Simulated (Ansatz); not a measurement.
The parent structure is Hf in the hcp (Mg type) structure (space group P6_3/mmc, No. 194; a = 3.117 Å, c = 4.950 Å; relaxed with 0.1 eV smearing). Axes: x lies along a and z along c of the hexagonal cell.

All numbers come from LDA in Ansatz (plane waves to 420 eV, PAW, scalar-relativistic without spin-orbit coupling).

Before the change:

| Item | Result |
|---|---|
| Shortest interatomic distance | 3.060 Å |

Perturbation: tensile biaxial strain of 2.00 % in the plane normal to [001], as in epitaxy on a mismatched substrate; the out-of-plane cell vector and the atoms relax.

Task: Estimate the effect on the shortest interatomic distance.

Result: The shortest interatomic distance falls by 0.007 Å, from 3.060 Å to 3.053 Å.

Task: What happens to the out-of-plane strain?

Result: The out-of-plane strain comes out as -1.45 %.

Task: Predict the new in-plane stress.

Result: The mean in-plane stress (compression positive) amounts to -4.0 GPa.

No phonon test of stability was made. All final runs are without spin polarisation.

Ansatz is a first-principles code.
